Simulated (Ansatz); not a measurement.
# HfO2 with two functionals, biaxial strain −0.14 %, plane normal [001], relaxed out of plane

Base system: HfO$_{2}$ (space group P4_2/nmc, No. 137; a = 3.6048 Å, c = 5.2650 Å). Axes: x, y, z lie along a, b, c of the conventional cell.

(Cell as relaxed with PBE.)

Levels (all Ansatz, a quantum-chemistry and plane-wave program, PAW, earlier PAW set): PBE (420 eV, without spin-orbit coupling); PBEsol (420 eV, spin-orbit coupling left out).

Each level relaxes its own structure.

```csv
base,PBE,PBEsol
volume per atom,11.40 Å³,10.96 Å³
lattice parameter a,3.605 Å,3.568 Å
band gap,4.67 eV,4.57 eV
```

Now apply this change: compressive biaxial strain of 0.14 % in the plane normal to [001], as in epitaxy on a mismatched substrate; the out-of-plane cell vector and the atoms relax.

```json
[
 {"quantity": "mean in-plane stress (compression positive)", "PBE": "+0.8 GPa", "PBEsol": "+0.8 GPa"},
 {"quantity": "band gap", "PBE": "4.67 eV", "PBEsol": "4.57 eV"},
 {"quantity": "out-of-plane strain", "PBE": "+0.07 %", "PBEsol": "+0.06 %"},
 {"quantity": "gap character", "PBE": "indirect, Z → Γ", "PBEsol": "indirect, A → Γ"}
]
```

PBE's band gap lies 0.108 eV above PBEsol's; they disagree on the gap character; the two agree on the in-plane stress. Neither level is exact; PBEsol is the comparison here, not a measurement.

Spin-orbit coupling, missing from the scalar runs, can matter with Hf. Stability against distortions was not tested. This is not the structure that HfO2 has at room temperature and ambient pressure.
